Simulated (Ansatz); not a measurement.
The reference is NaCl in the rock salt structure (space group Fm-3m, No. 225; a = 5.601 Å). Axes: x, y, z lie along the cube axes.

All numbers come from PBEsol in Ansatz (plane waves to 420 eV, PAW, no spin-orbit coupling).

Strains are applied to the cell and any free atomic positions relax.

One change was made to it. Results:

```tsv
quantity	base	after
band gap	5.01 eV	5.07 eV
energy relative to the base (free energy F)	0 meV/atom	+0.9 meV/atom
pressure (mean of the normal stresses, compression positive)	0.1 kbar	4.3 kbar
gap character	direct at Γ	direct at Γ
```

Q: What was done to the base?
A) uniaxial strain ε_zz = −1.50 %
B) uniaxial strain ε_zz = +3.00 %
C) uniaxial strain ε_zz = −3.00 %
D) uniaxial strain ε_zz = +0.50 %

A: A, uniaxial strain ε_zz = −1.50 %. For comparison, the band gap in the other runs: uniaxial strain ε_zz = +0.50 % gives 4.99 eV; uniaxial strain ε_zz = +3.00 % gives 4.89 eV; uniaxial strain ε_zz = −3.00 % gives 5.12 eV.

Stability against distortions was not tested. k-point labels follow each cell's own Brillouin zone.

Ansatz is a quantum-chemistry and plane-wave program.
